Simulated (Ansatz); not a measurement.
For BaAl4 (I4/mmm, No. 139), BLYP in Ansatz (PAW) gives:

| Quantity | Value |
|---|---|
| lattice constant a | 4.676 Å |
| c axis length | 11.450 Å |
| cohesive energy | 2.54 eV/atom |

What does HSE06 in Ansatz (PAW) give for the same quantities?


- lattice constant a: 4.551 Å (drops by 2.7 %)
- lattice parameter c: 11.324 Å (decreases by 1.1 %)
- cohesive energy: 3.39 eV/atom (rises by 0.85 eV/atom)

Changes are worked out from the printed values.

Unless a cell is named, each level is at its own relaxed cell (BLYP 25.04, HSE06 23.46 Å³/atom).

Ansatz's density-functional and Hartree–Fock values are scalar-relativistic unless marked +SOC, with PAW data made under PBE.

Ansatz is a quantum-chemistry and plane-wave program.
